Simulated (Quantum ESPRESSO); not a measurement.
Quantum ESPRESSO is run on the (001) slab of TaS2 (cut from a parent of space group no. 164; 3 atoms in the cell), and the run fails. The aim is a self-consistent single point with DFT, revPBE, plane waves, PSlibrary PAW (PBE) pseudopotentials.

Cell that was meant: a = 3.4292 Å, b = 3.4292 Å, c = 15.0312 Å, α = 90.00°, β = 90.00°, γ = 120.00°.

Part of the input:

```fortran
S     0.33333333    0.66666667    0.60083000
K_POINTS {automatic}
9 9 1  0 0 0
CELL_PARAMETERS {angstrom}
    3.42920500     0.00000000     0.00000000
   -1.71460300     2.96977900     0.00000000
    0.00000000     0.00000000    15.03120000
```

The program printed (abridged):

```
     Presently no symmetry can be used with electric field

     file Ta.pbe-spn-kjpaw_psl.1.0.0.UPF: wavefunction(s)  6S 5P 5D renormalized
     file S.pbe-n-kjpaw_psl.1.0.0.UPF: wavefunction(s)  3S 3P renormalized

 %%%%%%%%%%%%%%%%%%%%%%%%%%%%%%%%%%%%%%%%%%%%%%%%%%%%%%%%%%%%%%%%%%%%%%%%%%%%%%
     Error in routine cell_base_init (2):
     redundant data for cell parameters
 %%%%%%%%%%%%%%%%%%%%%%%%%%%%%%%%%%%%%%%%%%%%%%%%%%%%%%%%%%%%%%%%%%%%%%%%%%%%%%

     stopping ...
```

Q: Read the log: what does the program object to, and what is the fix?

A: The fault is the cell or its scale given twice. Two definitions of the lattice conflict. To fix it, keep one definition. The program stopped before any SCF iteration.

An input that runs soundly differs in these lines (not the only fix; some lines may just follow from the change or write a value another way):
```diff
-CELL_PARAMETERS {angstrom}
-    3.42920500     0.00000000     0.00000000
-   -1.71460300     2.96977900     0.00000000
-    0.00000000     0.00000000    15.03120000
```

With that input, the run converged in 18 iterations: free energy E − TS -11714.2298 eV; Fermi level (on the code's own zero) 0.85 eV; largest force (vector length) 0.029 eV/Å (DFT, revPBE, plane waves, PSlibrary PAW (PBE) pseudopotentials).

On the sound input: the starting cell comes from a database of computed structures (which also holds hypothetical and non-ambient phases and stackings), without a prior relaxation at this level. The slab is cut from that crystal, and its faces are unrelaxed. Its lattice was rescaled in the plane by a random factor within 2.5 % of one. Spin polarisation is off; with an odd number of electrons in the cell that forces a metal, and a magnetic state may lie lower.
